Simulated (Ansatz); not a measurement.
Levels about the gap of amorphous In9Ga9Zn9O37Na2 (66 atoms in a cell of 836 Å³, 5.73 g/cm³; zone centre alone, so wide bands show as single levels with stretches between that a denser mesh fills), at the geometry that PBE relaxed, where it gives 1.8 GPa on a denser mesh. The participation number counts the atoms over which a state spreads; weights are charges in smoothed Voronoi cells. The levels come from a single point, so bond lengths are those of that geometry. Method of the levels: r2SCAN, scalar-relativistic without spin-orbit coupling (Ansatz, an electronic-structure program). Sampling: the zone centre alone; Fermi-Dirac width 0.02 eV; no spin polarisation. At PBE the levels at the filled edge of the gap are localised (band-tail or defect states).

Preparation: random packing, a CHGNet melt and quench, and a DFT relaxation. O atoms were pushed apart under 1.9 Å during the dynamics, to hinder bonds among them. The hot cell started wider than the set density and was brought back towards it in steps. It is the lowest in DFT energy of 2 quenches. It is a model cell: composition and starting density were chosen by hand, and all elements were melted together. No dispersion term was used. Its density started from a set value of 5.73 and ended at 5.73 g/cm³. Cooling (nominally 210 K/ps over its main leg) ran many orders faster than in experiment, which tends to leave more defects and strain. Values belong to this one cell and scatter from quench to quench. The volume was held where the preparation left it and the shape relaxed, at a PBE pressure of 1.8 GPa. Stress components on the final sampling reach 2.1 GPa.

| E - E(highest filled), eV | filling | participation number | largest on | weight O | weight In | weight Zn | weight Ga |
|---|---|---|---|---|---|---|---|
| -0.41 | filled | 18.9 | O, 4 neighbours | 0.83 | 0.02 | 0.13 | 0.02 |
| -0.35 | filled | 17.0 | O, 4 neighbours | 0.81 | 0.01 | 0.16 | 0.01 |
| -0.33 | filled | 15.7 | O, 4 neighbours | 0.82 | 0.02 | 0.14 | 0.02 |
| -0.26 | filled | 19.8 | O, 4 neighbours | 0.81 | 0.02 | 0.16 | 0.01 |
| -0.23 | filled | 17.6 | O, 3 neighbours | 0.81 | 0.02 | 0.16 | 0.01 |
| -0.15 | filled | 8.3 | O, 3 neighbours | 0.86 | 0.02 | 0.11 | 0.01 |
| 0.00 | filled | 8.0 | O, 3 neighbours | 0.86 | 0.02 | 0.11 | 0.01 |
| 1.27 | empty | 60.6 | In, 5 neighbours | 0.50 | 0.20 | 0.14 | 0.14 |
| 3.87 | empty | 27.6 | In, 5 neighbours | 0.56 | 0.22 | 0.10 | 0.11 |
| 4.11 | empty | 40.5 | In, 6 neighbours | 0.56 | 0.20 | 0.14 | 0.09 |
| 4.34 | empty | 37.9 | In, 5 neighbours | 0.57 | 0.25 | 0.09 | 0.07 |
| 4.48 | empty | 41.5 | In, 6 neighbours | 0.56 | 0.23 | 0.11 | 0.08 |
| 4.57 | empty | 40.9 | In, 6 neighbours | 0.59 | 0.20 | 0.06 | 0.14 |
| 4.77 | empty | 43.1 | In, 6 neighbours | 0.58 | 0.18 | 0.10 | 0.12 |

Most localised among these is the filled level at +0.00 eV, on a O atom, which has 3 neighbours (Zn 1.89 Å, In 2.07 Å, In 2.13 Å).
